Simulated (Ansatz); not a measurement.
**BiVO₄ (I4₁/a, No. 88, 12 atoms in the cell; start mp-23044; high-temperature phase)**

These are HSE06 in Ansatz (plane waves, PAW) values and carry that method's errors.

Settings: plane-wave cutoff 500 eV, 6×6×6 k mesh, gaussian smearing 0.02 eV, no spin polarisation, scalar-relativistic PAW data made under PBE.

Cell (relaxed with r²SCAN):

```yaml
crystal:
  lattice:
    - [-2.56056, 2.56056, 5.81057]
    - [2.56056, -2.56056, 5.81057]
    - [2.56056, 2.56056, -5.81057]
  atoms:
    - { symbol: V, position: [0.50000, 0.50000, 0.00000] }
    - { symbol: V, position: [0.25000, 0.75000, 0.50000] }
    - { symbol: Bi, position: [0.00000, 0.00000, 0.00000] }
    - { symbol: Bi, position: [0.75000, 0.25000, 0.50000] }
    - { symbol: O, position: [0.17237, 0.56052, 0.89032] }
    - { symbol: O, position: [0.31052, 0.92020, 0.88815] }
    - { symbol: O, position: [0.67020, 0.28205, 0.10968] }
    - { symbol: O, position: [0.03205, 0.42237, 0.11185] }
    - { symbol: O, position: [0.57763, 0.68948, 0.60968] }
    - { symbol: O, position: [0.43948, 0.32980, 0.61185] }
    - { symbol: O, position: [0.07980, 0.96795, 0.39032] }
    - { symbol: O, position: [0.71795, 0.82763, 0.38815] }
```

| Item | Result |
|---|---|
| band gap | 3.32 eV (on the SCF k mesh) |

Note: held by symmetry at 0 K, a high-temperature phase can be a saddle point; cell and atoms aren't relaxed at this level (largest force component 0.36 eV/Å, pressure -2.2 GPa).

Spin–orbit coupling is not included; with these elements it can move the gap by several tenths of an eV or more.

The computed numbers hold no vibrational or temperature effects.

Computing time: around 13 core-minutes (rough).

A start named mp-… is a Materials Project structure, which need not be a measured phase.

Ansatz is an electronic-structure program.
